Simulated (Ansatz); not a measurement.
Consider NbP (space group I4_1md, No. 109; a = 3.347 Å, c = 11.430 Å; relaxed with 0.1 eV smearing). Axes: x, y, z lie along a, b, c of the conventional cell.

Calculations: PBE, PAW, 420 eV (Ansatz, a quantum-chemistry and plane-wave program; no SOC).

Strains are applied to the cell and any free atomic positions relax; under biaxial strain the out-of-plane vector relaxes too.

One change was made to it. Results:

```tsv
quantity	base	after
energy relative to the base (free energy F)	0 meV/atom	+74 meV/atom
pressure (mean of the normal stresses, compression positive)	0.0 GPa	-14.2 GPa
```

Question: What was done to the base?
A) isotropic strain +1.83 %
B) biaxial strain +1.00 %, plane normal [001], relaxed out of plane
C) isotropic strain +0.63 %
D) isotropic strain +3.10 %
E) biaxial strain +2.60 %, plane normal [001], relaxed out of plane

Answer: D, isotropic strain +3.10 %. For comparison, the energy relative to the base in the other runs: isotropic strain +0.63 % gives +3.3 meV/atom; biaxial strain +2.60 %, plane normal [001], relaxed out of plane gives +24 meV/atom; biaxial strain +1.00 %, plane normal [001], relaxed out of plane gives +3.6 meV/atom; isotropic strain +1.83 % gives +27 meV/atom.

Whether these cells are dynamically stable was not tested. All final runs are without spin polarisation.
